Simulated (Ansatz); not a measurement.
InP: band gap against strain

InP (zinc blende, F-43m, 24.730 Å³/atom at rest) under an equal strain ε in the (001) plane with the normal axis free, as in a coherent film. LDA in Ansatz, a plane-wave DFT program (PAW, default set), 420 eV, 10×10×10 Γ-centred mesh, Fermi-Dirac smearing 0.05 eV; ions are relaxed within the symmetry of each cell. Gaps are the smallest over the k-mesh and a band path, without spin-orbit coupling; in all rows the valence edge lies at Γ and the conduction edge at Γ.

Here s stands for strain and Eg for gap.

| strain (%) | gap (eV) |
|---|---|
| 0.00 | 0.577 |
| 0.50 | 0.520 |
| 1.00 | 0.463 |
| 1.50 | 0.407 |
| 3.00 | ? |

Using a straight line, estimate the missing Eg at s = 3.00 from the other rows, showing the fit.

Means: s 0.75000, Eg 0.4918. About the means, the sum of products is -0.14175 and the sum of squares of s is 1.2500; the slope is their ratio. Least squares gives Eg = 0.5768 - 0.11340·s. Residuals (row less fit): 0.0002, -0.0001, -0.0004, 0.0003; standard error 0.0004 (degrees of freedom: 2). Over these rows the gap moves by -11 ± 0.03 eV per unit strain. At the withheld row, Eg = 0.5768 - 0.11340 × 3.0 = 0.2366 eV. The calculation gives 0.247 eV, 0.0104 eV above the prediction (3.2 % of the range of Eg in the table). The row lies outside the fitted rows, so this is an extrapolation. The fitted rows scatter only by rounding.

One order more, fitted to all 7 runs of the series, follows each within 0.001, so the miss is the next term of a smooth law. Spin-orbit coupling is left out, which can shift this property for InP. Rows are the converged runs of the series near zero and its far end; series whose fitted rows scatter by over a few per cent of the range, as at a crossing or softening among them, aren't shown in this form. Most that stay on the fit to the last digits aren't either.
